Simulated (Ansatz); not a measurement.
The starting structures come from a database of crystals and need not be the phases stable at ambient conditions.

By PBEsol, the system below comes out a metal.

```xyz
2
Lattice="4.8832 0.0000 0.0000 1.6277 4.7534 0.0000 2.4416 0.0000 1.4097" Properties=species:S:1:pos:R:3 pbc="T T T"
Pt     3.2554     2.3767     0.0000
Au     0.0000     0.0000     0.0000
```

Space group of this cell: R-3m. The cell is taken as given; by PBEsol its mean pressure is -5.4 GPa.

The current flows along the normal of the first two printed cell vectors, the (110) plane of the conventional cell. No spin-orbit coupling; the value is a mean over 0.1 eV about the Fermi level.

Give the ballistic conductance per area that PBEsol (Ansatz, a first-principles code) yields.

0.96 × 10¹⁵ S/m² for both spins.
